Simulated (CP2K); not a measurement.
Band structure of KCl (Fm-3m, 2 atoms in the cell).

```
CELL_PARAMETERS angstrom
      4.44770     0.00000     0.00000
      2.22385     3.85182     0.00000
      2.22385     1.28394     3.63153
ATOMIC_POSITIONS crystal
  K  0.00000 0.00000 0.00000
  Cl 0.50000 0.50000 0.50000
```

Method: PBE, GPW, DZVP-MOLOPT-SR-GTH basis, GTH-PBE potentials (GTH_POTENTIALS) (CP2K).

Settings: CUTOFF = 500 Ry; REL_CUTOFF = 40 Ry; SMEAR/METHOD = FERMI_DIRAC; ELECTRONIC_TEMPERATURE = 580.23 K; KPOINTS/SCHEME = MONKHORST-PACK 6 6 6; GAMMA_CENTERED = T; XC_FUNCTIONAL = PBE; K/BASIS_SET = DZVP-MOLOPT-SR-GTH-q9; K/POTENTIAL = GTH-PBE-q9; Cl/BASIS_SET = DZVP-MOLOPT-SR-GTH-q7; Cl/POTENTIAL = GTH-PBE-q7; METHOD = GPW; EPS_DEFAULT = 1e-11; EXTRAPOLATION = USE_GUESS.

The starting cell has typed, rounded lattice constants, without a prior relaxation at this level. Values carry the incompleteness of an atom-centred basis.

Problem. Predict the gap along the standard path and the places of the band edges.

Solution. The gap along the path is 5.18 eV, direct at Γ to within 0.01 eV.

Levels in eV from the top of the valence band on the SCF mesh, bands 5 to 9:
```csv
point,5,6,7,8,9
Γ,-10.83,0.00,0.00,0.00,5.18
X,-10.89,-0.67,-0.23,-0.23,6.79
W,-10.73,-0.50,-0.49,-0.49,8.25
K,-10.76,-0.58,-0.56,-0.30,7.55
L,-10.56,-1.07,-0.34,-0.34,7.74
U,-10.76,-0.58,-0.56,-0.30,7.55
```

Higher empty bands are left out: an atom-centred basis made for the valence describes them poorly.
